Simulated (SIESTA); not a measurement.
**One base run on CuIr2S4 (Fd-3m, 14 atoms in the cell) and variants with one or two settings moved**

```
Cu(IrS2)2
1.0
    0.00000     5.02513     5.02513
    5.02513     0.00000     5.02513
    5.02513     5.02513     0.00000
Cu Ir S
2 4 8
Cartesian
  0.00000   0.00000   0.00000
  2.51256   2.51256   2.51256
  6.28141   6.28141   6.28141
  6.28141   3.76885   3.76885
  3.76885   3.76885   6.28141
  3.76885   6.28141   3.76885
  3.86935   3.86935   3.86935
  8.69347   6.38191   6.38191
  6.18091   6.18091   3.86935
  6.38191   8.69347   6.38191
  3.86935   6.18091   6.18091
  8.69347   8.69347   8.69347
  6.18091   3.86935   6.18091
  6.38191   6.38191   8.69347
```

Base run A: SIESTA with LDA PW92, numerical atomic orbitals DZP, PseudoDojo LDA standard norm-conserving potentials (rewritten from UPF to PSML), self-consistent single point.

Its settings: XC.functional = LDA; XC.authors = PW92; potentials = PseudoDojo LDA standard; PAO.BasisSize = DZP; PAO.EnergyShift = 0.01 Ry; MeshCutoff = 300 Ry; kgrid.MonkhorstPack = 3 3 3; OccupationFunction = FD; ElectronicTemperature = 100 meV; MaxSCFIterations = 150; SCF.Mixer.Method = Pulay; SCF.Mixer.Weight = 0.1; SCF.Mixer.History = 6; SCF.DM.Tolerance = 1.0E-04.

The starting cell comes from a database of published, mostly measured structures (it also holds non-ambient and calculated ones), without a prior relaxation at this level. Its lattice was rescaled by a random factor within 2.5 % of one. Spin polarisation is off. Values carry the incompleteness of an atom-centred basis. In the base run, with a pressure of about -14 GPa the cell is away from its equilibrium volume at this level.

ΔF is the free energy per atom less that of run A. 

Runs:
- B: lattice scaled by 0.985; MeshCutoff: 300 Ry → 180 Ry
- C: kgrid.MonkhorstPack: 3 3 3 → 4 4 4
- D: opposed starting moments; Spin: default → polarized
- E: PAO.EnergyShift: 0.01 Ry → 0.02 Ry
- F: MaxSCFIterations: 150 → 300; SCF.Mixer.Weight: 0.1 → 0.5
- G: MaxSCFIterations: 150 → 300; SCF.Mixer.History: 6 → 10

```tsv
run	ΔF (meV/atom)	pressure (GPa)	largest force (eV/Å)	k-points
A	0.00	-13.72	0.533	14
B	-54.8	-8.00	0.104	14
C	0.42	-13.72	0.529	44
D	0.00	-13.72	0.533	14
E	618.6	-19.95	0.441	14
F	0.00	-13.72	0.533	14
G	0.00	-13.72	0.533	14
```

Run E against A: The free energy goes up by 619 meV/atom, the pressure goes from -13.72 to -19.95 GPa and the largest force goes from 0.533 to 0.441 eV/Å.

Run B against A: The free energy drops by 54.8 meV/atom, the pressure goes from -13.72 to -8.00 GPa and the largest force goes from 0.533 to 0.104 eV/Å.

Run F against A: The free energy is nearly the same (within 1 meV/atom), the pressure stays at -13.72 GPa and the largest force stays at 0.533 eV/Å.
